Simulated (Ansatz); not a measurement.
System: BaTiNOF (model structure, Pmmm, No. 47, 5 atoms in the cell). Method: PBEsol in Ansatz (PAW).

Run with plane-wave cutoff 520 eV, 8×8×8 k mesh, Fermi–Dirac smearing 0.01 eV, no spin polarisation, scalar-relativistic PAW data made under PBE.

Cell (relaxed with PBEsol):

```
CELL_PARAMETERS angstrom
      3.97599     0.00000     0.00000
      0.00000     4.11264     0.00000
      0.00000     0.00000     4.02329
ATOMIC_POSITIONS crystal
  Ba 0.50000 0.50000 0.50000
  Ti 0.00000 0.00000 0.00000
  N  0.50000 0.00000 0.00000
  F  0.00000 0.50000 0.00000
  O  0.00000 0.00000 0.50000
```

Question: Estimate the band gap that the calculation returns.

Answer: 
band gap: 0.10 eV

Note: the relaxation could raise the start's symmetry but not lower it, so the cell can be a saddle point.

Spin–orbit coupling is not included; it can close the smallest gap of 0.10 eV.

Static lattice: no zero-point or thermal effects.

The result took roughly 26 core-seconds.

A model structure was made by putting elements into a prototype or built by hand; it is no filed structure, need not be a known phase, and can be a saddle point held by its symmetry.

Ansatz is a program for electronic structure.
